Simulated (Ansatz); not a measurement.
Density of states of CdS (P6_3mc) above the conduction band minimum, PBEsol, rigid bands (Ansatz, a quantum-chemistry and plane-wave program); cell volume 98.8 Å³.

```tsv
energy from edge (eV)	10⁻³ states/eV/cell
0.006	2.16
0.031	5.23
0.056	7.32
0.081	9.44
0.106	11.3
0.131	13.2
0.156	15.3
0.181	16.9
0.206	19.2
0.231	21.1
0.256	23.4
0.281	25.7
0.319	28.6
0.344	30.6
0.369	33.5
0.394	35.9
0.419	38.5
0.444	40.5
0.469	43.3
0.494	46.8
0.519	49.3
0.544	51.9
0.569	54.7
0.594	57.9
```

Q: What effective density of states at 300 K does this give (∫ g(E) exp(−E/k_BT) dE, both spins, divided by the cell's size)?

A: 1.1e18 cm⁻³, a density-of-states mass of 0.127 mₑ, valleys and band degeneracy included.

Spin-orbit coupling is left out. Geometry: cell and atoms relaxed with PBEsol.
